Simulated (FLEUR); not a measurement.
Band structure of HfBRh₃ (Pm-3m, 5 atoms in the cell).

```
CELL_PARAMETERS angstrom
      4.09526     0.00000     0.00000
      0.00000     4.09526     0.00000
      0.00000     0.00000     4.09526
ATOMIC_POSITIONS crystal
  Hf 0.00000 0.00000 0.00000
  B  0.50000 0.50000 0.50000
  Rh 0.00000 0.50000 0.50000
  Rh 0.50000 0.00000 0.50000
  Rh 0.50000 0.50000 0.00000
```

Method: PBEsol, all-electron FLAPW (FLEUR), scalar-relativistic valence.

Settings: Kmax = 4.7 1/bohr; GmaxXC = 16.4 1/bohr; xcFunctional = PBEs; jspins = 1; l_soc = F; mode = hist; fermiSmearingEnergy = 0.00183747 Htr; mesh (inpgen div1-3) = 6 6 6; inpgen gamma flag = true; Gmax = 16.4 1/bohr; numbands = 0; maxIterBroyd = 99; imix = Anderson; alpha = 0.05.

The starting cell comes from a database of computed structures (which also holds hypothetical and non-ambient phases and stackings), without a prior relaxation at this level. Spin-orbit coupling is off. Spin polarisation is off. Values depend on the basis (sphere radii, cutoffs, local orbitals), which need not be converged.

Levels in eV from the Fermi level, bands 34 to 41:
```json
[
 {"point": "Γ", "34": "-1.35", "35": "-1.35", "36": "-0.08", "37": "-0.06", "38": "-0.06", "39": "-0.06", "40": "2.61", "41": "2.61"},
 {"point": "X", "34": "-1.75", "35": "-1.75", "36": "-1.20", "37": "-0.06", "38": "0.84", "39": "0.84", "40": "2.00", "41": "2.00"},
 {"point": "M", "34": "-1.93", "35": "-1.90", "36": "-1.63", "37": "-1.37", "38": "1.12", "39": "1.12", "40": "1.56", "41": "1.56"},
 {"point": "R", "34": "-0.25", "35": "-0.25", "36": "-0.25", "37": "0.19", "38": "0.19", "39": "0.19", "40": "1.51", "41": "1.51"}
]
```
